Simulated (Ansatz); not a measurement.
The parent structure is SrHfN₂ (space group R-3m, No. 166; a cell from a computed database, its experimental status unchecked).

```
SrHfN2
1.0
    1.65990     0.95835     5.86111
   -1.65990     0.95835     5.86111
    0.00000    -1.91669     5.86111
Sr Hf N
1 1 2
Direct
  0.00000   0.00000   0.00000
  0.50000   0.50000   0.50000
  0.23313   0.23313   0.23313
  0.76687   0.76687   0.76687
```

Cartesian axes are those of the cell as printed.

Levels (all Ansatz, a first-principles code, PAW): PBEsol (420 eV, scalar-relativistic without spin-orbit coupling); r2SCAN (500 eV, no spin-orbit coupling).

Its gap is 0.17 eV with PBEsol and 0.60 eV with r2SCAN.

Perturbation: uniaxial strain ε_xx = +3.19 %, all other strain components held at zero, atoms relaxed at fixed cell.

With PBEsol the gap becomes 0.11 eV.

If the r2SCAN correction stayed the same, what would the r2SCAN gap be, and what does the r2SCAN run give?

A rigid correction of +0.43 eV gives 0.54 eV. The r2SCAN run gives 0.54 eV, so the two effects roughly add.

Single points use the geometry relaxed with PBEsol. Spin-orbit coupling, missing from the scalar runs, can matter with Hf. Whether these cells are dynamically stable was not tested. A zero or small gap of SrHfN2 can be the functional's error rather than a property of the material.
